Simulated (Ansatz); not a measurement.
**Cs3Bi (space group Fm-3m, No. 225; a cell from a computed database, its experimental status unchecked)**

```cif
data_BiCs3
_chemical_formula_sum 'Cs3 Bi1'
_space_group_name_H-M_alt 'P 1'
_space_group_IT_number 1
_cell_length_a 6.62453
_cell_length_b 6.62453
_cell_length_c 6.62453
_cell_angle_alpha 60.000
_cell_angle_beta 60.000
_cell_angle_gamma 60.000
loop_
_space_group_symop_operation_xyz
  'x, y, z'
loop_
_atom_site_label
_atom_site_type_symbol
_atom_site_fract_x
_atom_site_fract_y
_atom_site_fract_z
_atom_site_occupancy
Cs1 Cs 0.25000 0.25000 0.25000 1
Cs2 Cs 0.75000 0.75000 0.75000 1
Cs3 Cs 0.50000 0.50000 0.50000 1
Bi1 Bi 0.00000 0.00000 0.00000 1
```

Level of theory: Ansatz (an electronic-structure program) r2SCAN, scalar-relativistic without spin-orbit coupling. k-mesh 9×9×9 (Γ-centred); smearing 0.05 eV (Fermi–Dirac).

```json
{
 "volume_per_atom": "51.39 Å³",
 "density": "4.91 g/cm³",
 "band_gap": "0.81 eV, indirect, X → Γ",
 "electron_mass": "0.16 mₑ",
 "Hole mass (degenerate bands, along [100])": "0.47, 0.86 mₑ",
 "Lowest conduction-band minima above the VBM": "Γ 0.81 eV; X along ⟨100⟩ 1.46 eV",
 "total_energy": "-7367.700 eV/atom (σ→0; compares only within this code and set-up)"
}
```

Spin-orbit coupling, missing from the scalar runs, can matter with Bi. Masses are band curvatures over ±0.01 Å⁻¹ around the edge. No phonon test of stability was made.
